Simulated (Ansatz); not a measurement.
## What pressure 15 GPa does to AlP

The reference is AlP in the zinc blende structure (space group F-43m, No. 216; a = 5.507 Å).

Perturbation: a hydrostatic pressure of 15 GPa.

Computed with Kohn–Sham DFT with the PBE functional, run in Ansatz (a program for electronic structure) with PAW and 420 eV plane waves, spin-orbit coupling left out, earlier PAW set. Γ-centred 10×10×10 mesh, Fermi–Dirac width 0.05 eV.

```csv
quantity,base,changed,shift
volume per atom,20.88 Å³,18.21 Å³,-2.67 Å³
density,2.30 g/cm³,2.64 g/cm³,+0.34 g/cm³
lattice parameter a,5.507 Å,5.262 Å,-0.2458 Å
shortest interatomic distance,2.385 Å,2.278 Å,-0.1064 Å
enthalpy H = E + PV relative to the base's energy,–,+1.82 eV/atom,–
band gap,1.63 eV,1.34 eV,-0.29 eV
gap character,"indirect, Γ → X","indirect, Γ → X",–
smallest direct gap,3.09 eV,3.67 eV,+0.58 eV
width of the top valence band,2.72 eV,3.19 eV,+0.47 eV
electron mass,"0.81 mₑ along k, 0.25 mₑ across (at X)","0.71 mₑ along k, 0.23 mₑ across (at X)",–
"hole mass (degenerate bands, along [100])","0.19, 0.56, 0.56 mₑ (at Γ)","0.24, 0.52, 0.52 mₑ (at Γ)",–
```

Load acts through the strain it causes; cell and atoms are relaxed under it. Effective masses come from finite differences of ±0.01 Å⁻¹. Along k means along the line from Γ to the band edge. Whether these cells are dynamically stable was not tested. Measured, AlP leaves this structure (for the NiAs type) near 14.2 GPa (temperature not stated; as listed in Datta, Sujoy, Jana, Debnarayan, arXiv (2020)), on rising pressure, with hysteresis.
